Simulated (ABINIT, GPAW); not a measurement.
A GPAW input for a self-consistent single point of Be5Co (F-43m, 6 atoms in the cell) (DFT LDA (Perdew-Wang 92), plane waves, GPAW PAW datasets LDA (gpaw-data 1.0.1)):

```python
from ase import Atoms
from ase.units import GPa
from gpaw import GPAW, PW, FermiDirac

atoms = Atoms(['Be', 'Be', 'Be', 'Be', 'Be', 'Co'],
              cell=[[0.000000, 2.883925, 2.883925],
                    [2.883925, 0.000000, 2.883925],
                    [2.883925, 2.883925, 0.000000]],
              scaled_positions=[[0.250000, 0.250000, 0.250000],
                                [0.625570, 0.625570, 0.123290],
                                [0.625570, 0.123290, 0.625570],
                                [0.625570, 0.625570, 0.625570],
                                [0.123290, 0.625570, 0.625570],
                                [0.000000, 0.000000, 0.000000]],
              pbc=True)

calc = GPAW(mode=PW(850),
            xc='LDA',
            kpts={'size': (8, 8, 8), 'gamma': True},
            occupations=FermiDirac(0.1),
            nbands=-14,
            convergence={'density': 1e-05},
            symmetry={'symmorphic': False, 'tolerance': 0.0005},
            maxiter=120)

atoms.calc = calc

energy = atoms.get_potential_energy()
print('Energy (eV):', round(energy, 6))
forces = atoms.get_forces()
print('Forces (eV/Ang):')
print(forces.round(5))
stress = atoms.get_stress()
print('Stress (GPa, Voigt):', (stress / GPa).round(4))
```

Question: Give the ABINIT input for the same structure, mesh, smearing and functional.

Answer: One input that does it (others would too):

```
# Be5Co, PseudoDojo nc-sr-04 LDA standard
pp_dirpath "./"
pseudos "Be.upf, Co.upf"
acell 3*1.0
rprim
        -0.0000000000    5.4498284140    5.4498284140
         5.4498284140   -0.0000000000    5.4498284140
         5.4498284140    5.4498284140   -0.0000000000
natom 6
ntypat 2
znucl 4 27
typat 1 1 1 1 1 2
xcart
         2.7249142070    2.7249142070    2.7249142070
         4.0811585061    4.0811585061    6.8184983218
         4.0811585061    6.8184983218    4.0811585061
         6.8184983218    6.8184983218    6.8184983218
         6.8184983218    4.0811585061    4.0811585061
         0.0000000000    0.0000000000    0.0000000000
ecut 48
occopt 3
tsmear 0.00367493
nband 25
kptopt 1
ngkpt 8 8 8
nshiftk 1
shiftk 0 0 0
nstep 100
toldfe 1.0e-09
prtwf 0
prtden 0
prtvol 1
```

Basis, cutoffs, solver keys and any potentials are the target program's own. This input uses DFT, LDA (PW92), plane waves, norm-conserving pseudopotentials (PseudoDojo nc-sr-04 LDA standard). LDA parametrisations can differ slightly between programs.

The starting cell comes from a database of computed structures (which also holds hypothetical and non-ambient phases and stackings), without a prior relaxation at this level.
